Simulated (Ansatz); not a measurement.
The parent structure is HfN in the rock salt structure (space group Fm-3m, No. 225; relaxed with 0.1 eV smearing).

```
CELL_PARAMETERS angstrom
      0.00000     2.25092     2.25092
      2.25092     0.00000     2.25092
      2.25092     2.25092     0.00000
ATOMIC_POSITIONS crystal
  Hf 0.00000 0.00000 0.00000
  N  0.50000 0.50000 0.50000
```

Cartesian axes are those of the cell as printed.

Calculations: Ansatz (an electronic-structure program) PBEsol, no spin-orbit coupling.

Before the change:

* **Volume per atom**: 11.40 Å³

It is then changed as follows: biaxial strain +1.50 %, plane normal [001], relaxed out of plane (Cartesian); in-plane vectors clamped, the third vector and the atoms free.

Task: Estimate the effect on the volume per atom.

Result: The volume per atom goes up by 0.284 Å³ (11.40 Å³ → 11.69 Å³).

Whether these cells are dynamically stable was not tested. The final runs are not spin-polarised. An odd electron count without spin: HfN.
